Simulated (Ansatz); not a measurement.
**Competing hops of interstitial S in fcc Pt, neutral cell**

Consider interstitial S in fcc Pt, neutral cell. These are PBE, PAW (plane waves to 420 eV; Ansatz, a first-principles code) values and carry that method's errors.

32-site cell at the relaxed PBE lattice, a 2×2×2 k-point mesh shifted by half a step, smearing 0.10 eV, spin-restricted, no finite-size correction. No zero-point or tunnelling terms. Spin-orbit coupling is left out. Sites that were not tried may lie lower.

Barriers: single points on a 4×4×4 k-point mesh shifted by half a step at the bands' geometries.

| Route | Start site over the lowest site run (eV) | Hop (Å) | Forward barrier (eV) | Backward barrier (eV) | Neighbours at the start | Neighbours at the saddle | Saddle order | Forward, on the band's own sampling (eV) |
|---|---|---|---|---|---|---|---|---|
| a direct jump of one S atom | 0.00 | 1.71 | 1.24 | 0.91 | 6 Pt at 2.21 Å | Pt at 2.07, Pt at 2.09, Pt at 2.10, Pt at 2.40, Pt at 2.54 Å | not checked | 1.25 |

Paths come from CI-NEB runs.  

The whole set of runs took about 2.1 core-hours (a rough figure).
